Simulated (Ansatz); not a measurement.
The reference is LiCl in the rock salt structure (space group Fm-3m, No. 225; a = 5.150 Å).

Computed with Ansatz (a first-principles code) PBE, without spin-orbit coupling.

Base values:

```
Quantity                         Value
-----------------------------  -------
Shortest interatomic distance  2.575 Å
```

The change: a negative pressure, −1 GPa.

Q: How does this affect the mean gap deformation potential ΔEg/Δln V and shortest interatomic distance?

A: The mean gap deformation potential ΔEg/Δln V is -5.5 eV; the shortest interatomic distance goes up by 0.029 Å, from 2.575 Å to 2.604 Å.

Load acts through the strain it causes; cell and atoms are relaxed under it. Semilocal Kohn–Sham gaps tend to fall short of experiment. No phonon test of stability was made.
